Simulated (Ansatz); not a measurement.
Output of an Ansatz run (abridged):

```
WARN ansatz: RAYON_NUM_THREADS=1 ignored (pool sized by the plan → 1); use --threads N
Pseudopotentials: kind: paw
Pseudopotential: Cu, paw, valence charge 19
Pseudopotential: Pd, paw, valence charge 18
Crystal: 2 atoms, lattice volume = 26.080 Å³
Basis set: ecut = 420.4159175005146 eV, 485 PW (Γ), exchange–correlation on 40×40×40 points (8 copies of the dense FFT grid, shifted against one another)
Bands: 23, of which v1, the nominal top of the filled ones, is band 19 counted from 1 (18 counted from 0)
Symmetry: 8 space group operations
Space group: P4mm (ITA 99), of the structure as read, at distance tolerance 3.0e-5 Å
k-points: 126 of 1331 (time reversal used)
PAW frozen core: Cu, regenerated for the run's functional, and the local potential with it
PAW frozen core: Pd, regenerated for the run's functional, and the local potential with it
Initial density: superposition of atomic densities (neutral atoms: chi_scale 0, normalization atom), corrected by the library's trained network
Initial wavefunctions: pseudopotential atomic-orbital guess
Eigensolver: davidson
Functional: x = pbesol(κ = 0.804, μ = 0.12345679012345678), c = pbesol(β = 0.046)
SCF iter   1: F=—  HF=-13495.636944 eV  |F-HF|=—  |Δ(HF+E_count)|=         —  Δρ=1.52e-2  dr2=3.48e-2  ethr=1.77e-3  ⟨swp⟩=5.6  Hψ=12105  notcnv=0
all-band conjugate gradients solve this SCF's bands
preconditioner: auto → none
SCF iter   2: F=—  HF=-13495.630587 eV  |F-HF|=—  |Δ(HF+E_count)|=   6.36e-3  Δρ=4.72e-3  dr2=4.46e-3  ethr=9.40e-5  ⟨swp⟩=2.6  Hψ=5505  notcnv=0
SCF iter   3: F=—  HF=-13495.629663 eV  |F-HF|=—  |Δ(HF+E_count)|=   9.24e-4  Δρ=1.01e-3  dr2=1.19e-4  ethr=1.21e-5  ⟨swp⟩=2.5  Hψ=4489  notcnv=0
SCF iter   4: F=—  HF=-13495.629643 eV  |F-HF|=—  |Δ(HF+E_count)|=   2.04e-5  Δρ=2.03e-4  dr2=7.59e-6  ethr=3.22e-7  ⟨swp⟩=1.3  Hψ=3057  notcnv=0
SCF iter   5: F=—  HF=-13495.629611 eV  |F-HF|=—  |Δ(HF+E_count)|=   3.13e-5  Δρ=2.45e-5  dr2=7.74e-8  ethr=2.05e-8  ⟨swp⟩=2.5  Hψ=4212  notcnv=0
SCF iter   6: F=-13495.629611 eV  HF=-13495.629611 eV  |F-HF|=4.62e-10  |Δ(HF+E_count)|=   2.50e-8  Δρ=1.68e-6  dr2=4.94e-10  ethr=2.09e-10  ⟨swp⟩=3.2  Hψ=10396  notcnv=0
SCF 1 converged in 6 iterations: F = -13495.629611 eV  dr2 = 4.94e-10
SCF converged after 6 iterations
Free energy (F): -13495.629611 eV
Harris-Foulkes:  -13495.629611 eV  (|F-HF|=4.62e-10)
Internal energy: -13495.621773 eV  (E = F + TS)
E sigma→0 (E₀):  -13495.625692 eV
Entropy (-TS):   -0.007838 eV (-3.919 meV/atom)
Fermi energy:    18.340232 eV
--- Per-component energies (eV) ---
  E_band       = -472.712801
  E_kinetic    = 814.961805
  E_local      = -5817.575868  (includes V_loc(G=0)·N_el)
  E_nonlocal   = 612.550314
  E_hartree    = 2512.870939
  E_xc         = -256.964347
  E_vxc        = -326.909156  (∫ρ·V_xc dr)
  E_paw        = -5312.590694  (= ΣΔE_a)
  E_vpaw       = -781.482282  (= ΣTr[D̂ρ^β])
  E_aug_tail   = 0.000373  (compensation charges beyond the density's cutoff)
  E_ewald      = -6049.383023
  E_core_change = 0.508726  (= ΣΔE_core)
  E_smearing   = -0.007838  (= −TS)
  E_closure    = 0.000000  (closes the sum)
  Σ components = -13495.629611   (vs F -13495.629611, Δ=0.00e0)
--- Forces (eV/Å), atoms counted from 1 ---
  atom   1  Cu    -0.00000000     0.00000000    -0.35674079
  atom   2  Pd     0.00000000     0.00000000     0.35673885
  max |Σ_I F_I| component: 1.93e-6 eV/Å
--- Stress (GPa, compression-positive) ---
       -0.353022       0.000000      -0.000000
        0.000000      -0.353022       0.000000
       -0.000000       0.000000      -0.599101
  P = ⅓ Tr σ = -0.4350 GPa (-4.350 kbar)
  The stress holds the Pulay correction. Without it, at fixed plane waves, as pw.x and ABINIT print it: P = -0.5190 GPa
--- Band table (eV; the first three rows and the last of 126) ---
  k-point 0: bands = ["-93.0972", "-65.4232", "-50.6246", "-50.6246", "-50.6234", "-31.1348", "-31.1348", "-31.1334", "10.3341", "13.6582", "13.6675", "15.8335", "15.8455", "15.8455", "17.2163", "17.2297", "18.2257", "18.2257", "18.2356", "27.3143", [...]
  k-point 1: bands = ["-93.0972", "-65.4226", "-50.6246", "-50.6246", "-50.6241", "-31.1415", "-31.1342", "-31.1342", "10.4963", "13.7232", "13.7504", "15.8436", "15.8436", "15.8762", "17.1618", "17.2436", "18.0723", "18.0723", "18.1883", "26.3800", [...]
  k-point 2: bands = ["-93.0971", "-65.4213", "-50.6260", "-50.6244", "-50.6244", "-31.1633", "-31.1326", "-31.1326", "10.9688", "13.9131", "13.9720", "15.8454", "15.8454", "16.0006", "16.9638", "17.3209", "17.6854", "17.6854", "18.0518", "24.4488", [...]
  k-point 125: bands = ["-93.0958", "-65.4038", "-50.6321", "-50.6321", "-50.6309", "-31.2146", "-31.2146", "-31.2132", "14.2506", "14.3428", "14.3455", "15.6377", "15.6385", "15.6485", "17.1051", "17.1058", "18.1029", "18.1039", "24.5685", [...]
```

The structure:

```
CELL_PARAMETERS angstrom
      2.96552     0.00000     0.00000
      0.00000     2.96552     0.00000
      0.00000     0.00000     2.96552
ATOMIC_POSITIONS crystal
  Cu 0.00000 0.00000 0.01686
  Pd 0.50000 0.50000 0.50000
```

Q: What input produced this log?

A: Other spellings and defaults could give the same log, and not every line can be read from it. The input that was run (DFT, PBEsol, plane waves, default PAW files made with PBE):

Ansatz 0.2 input:
```yaml
crystal:
  lattice:
    - [2.965518, 0.000000, 0.000000]
    - [0.000000, 2.965518, 0.000000]
    - [0.000000, 0.000000, 2.965518]
  atoms:
    - { symbol: Cu, position: [0.000000, 0.000000, 0.016860] }
    - { symbol: Pd, position: [0.500000, 0.500000, 0.500000] }
basis:
  ecutwfc: 30.9 Ry
kpoints:
  mp_grid: { grid: [11, 11, 11] }
hamiltonian:
  xc: pbesol
  pseudopotentials: { kind: paw }
scf:
  occupations: { method: gaussian, width: 0.0073 Ry }
output:
  forces: true
  eigenvalues: true
  stress: true
```

The starting cell comes from a database of computed structures (which also holds hypothetical and non-ambient phases and stackings), without a prior relaxation at this level. Its lattice was rescaled by up to half a per cent. One atom was moved a little off its site on purpose. Spin polarisation is off. Ansatz's pressure includes its estimate of the finite-basis (Pulay) stress.

Ansatz is a program for electronic structure.
